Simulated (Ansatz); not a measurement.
Carrier properties of monolayer TiS$_{2}$

Input:

```
TiS2
1.0
    3.51570     0.00000     0.00000
   -1.75785     3.04469     0.00000
    0.00000     0.00000    18.78370
Ti S
1 2
Direct
  0.00000   0.00000   0.50000
  0.33333   0.66667   0.57328
  0.66667   0.33333   0.42672
```

The numbers are results of PBE, rigid bands (plane waves, PAW, scalar-relativistic; Ansatz, a quantum-chemistry and plane-wave program), not measurements. Condition of this run: biaxial strain +3 %. Geometry: cell and atoms relaxed with PBE, then loaded as said.

| Property | Value |
|---|---|
| band gap | 0.37 eV |
| electron conductivity mass (300 K, dilute) | 0.69 mₑ |
| hole conductivity mass (300 K, dilute) | 0.177 mₑ |
| effective density of states N_c (300 K) | 3.6e13 cm⁻² |
| effective density of states N_v (300 K) | 3.6e12 cm⁻² |
| Seebeck coefficient, n-type 1.9e12 cm⁻², 300 K | -425 μV/K |
| Seebeck coefficient, p-type 1.9e12 cm⁻², 300 K | 224 μV/K |

Rigid bands; masses and Seebeck coefficients take one relaxation time τ for all states and one kind of carrier; polarons and phonon drag are left out. Spin-orbit coupling is left out; where it splits the top of the valence band, N_v and the p-type Seebeck coefficient come out somewhat high without it.
